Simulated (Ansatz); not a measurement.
Input:

```
Fe
1.0
   -1.39350     1.39350     1.39350
    1.39350    -1.39350     1.39350
    1.39350     1.39350    -1.39350
Fe
1
Cartesian
  0.00000   0.00000   0.00000
```

Spin-polarised, with starting moments of sign Fe+.

Method: Ansatz (a program for electronic structure) PBEsol, without spin-orbit coupling. Γ-centred 23×23×23 mesh, Fermi–Dirac width 0.05 eV.

### Question
Predict the space group, band gap and largest site moment.

### Answer
```json
{
  "space_group": "Im-3m (No. 229)",
  "band_gap": "zero",
  "largest_site_moment": "2.12 μB"
}
```

Other magnetic orders, which the real material may have, were not ruled out. No phonon test of stability was made. The cell was made from Cr by this change: Cr → Fe.
